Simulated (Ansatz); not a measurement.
The starting structures come from a database of crystals and need not be the phases stable at ambient conditions.

By PBEsol, the system below comes out a metal.

Given:

```
SnSb
1.0
    4.34066     0.00000     0.00000
    0.00000     4.34066     0.00000
    2.17033    -2.17033     3.06931
Sn Sb
1 1
Cartesian
  2.17033   2.17033   0.00000
  0.00000   0.00000   0.00000
```

The cell is taken as given; by PBEsol it stands under a pressure of -1.4 GPa.

The current flows along the normal of the first two printed cell vectors, the (001) plane of the conventional cell. No spin-orbit coupling; the value is a mean over 0.1 eV about the Fermi level.

Question: Give the ballistic conductance per area that PBEsol (Ansatz, an electronic-structure program) yields.

Answer: 0.74 × 10¹⁵ S/m² for both spins.
